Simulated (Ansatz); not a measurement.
# Y under a change: biaxial strain −2.50 %, plane normal [001], relaxed out of plane

The reference is Y in the hcp (Mg type) structure (space group P6_3/mmc, No. 194; a = 3.652 Å, c = 5.703 Å; relaxed with 0.1 eV smearing). Axes: x lies along a and z along c of the hexagonal cell.

The change: compressive biaxial strain of 2.50 % in the plane normal to [001], as in epitaxy on a mismatched substrate; the out-of-plane cell vector and the atoms relax.

All numbers come from PBE in Ansatz (plane waves to 420 eV, PAW, without spin-orbit coupling). Γ-centred 18×18×10 mesh, Fermi–Dirac width 0.1 eV.

```tsv
quantity	base	changed	shift
volume per atom	32.94 Å³	31.77 Å³	-1.17 Å³
space group	P6_3/mmc (No. 194)	P6_3/mmc (No. 194)	–
shortest interatomic distance	6.702 bohr	6.707 bohr	+0.005 bohr
pressure (mean of the normal stresses, compression positive)	0.0 GPa	1.5 GPa	+1.5 GPa
band gap	zero	zero	–
out-of-plane strain	–	+1.46 %	–
ratio −ε⊥/ε∥	–	0.58	–
mean in-plane stress (compression positive)	–	+2.3 GPa	–
```

Final structure (turned so that z lies along the plane normal):

```
CELL_PARAMETERS angstrom
      3.56104     0.00000     0.00000
      1.78052     3.08395     0.00000
      0.00000     0.00000     5.78625
ATOMIC_POSITIONS crystal
  Y  0.66667 0.66667 0.75000
  Y  0.33333 0.33333 0.25000
```

Cost of the whole job for the changed cell (relaxation, final SCF and bands): roughly 40 core-seconds.

Whether these cells are dynamically stable was not tested. All final runs are without spin polarisation.

Ansatz is a first-principles code.
